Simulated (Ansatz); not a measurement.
The reference is KBr in the rock salt structure (space group Fm-3m, No. 225; a = 6.7052 Å).

It is then changed as follows: a hydrostatic pressure of 1.5 GPa.

The values are results of PBE, PAW, 420 eV (Ansatz, a first-principles code; spin-orbit coupling left out), not measurements.

Base, band edges from the VBM (valence, conduction): X -0.27, 5.91; W -0.49, 7.33; L -0.30, 6.49; Γ 0.00, 4.31; K -0.30, 6.58; U -0.30, 6.58 eV.

Q: Give the band edges at the high-symmetry points of the new zone, measured from its valence-band maximum.

A: 
```json
[
 {"point": "Γ", "valence edge (eV)": "0.00", "conduction edge (eV)": "4.55"},
 {"point": "X", "valence edge (eV)": "-0.30", "conduction edge (eV)": "5.82"},
 {"point": "U", "valence edge (eV)": "-0.36", "conduction edge (eV)": "6.59"},
 {"point": "K", "valence edge (eV)": "-0.36", "conduction edge (eV)": "6.59"},
 {"point": "L", "valence edge (eV)": "-0.37", "conduction edge (eV)": "6.68"},
 {"point": "W", "valence edge (eV)": "-0.58", "conduction edge (eV)": "7.43"}
]
```

The gap is 4.55 eV, direct at Γ.

Load acts through the strain it causes; cell and atoms are relaxed under it. Whether these cells are dynamically stable was not tested.
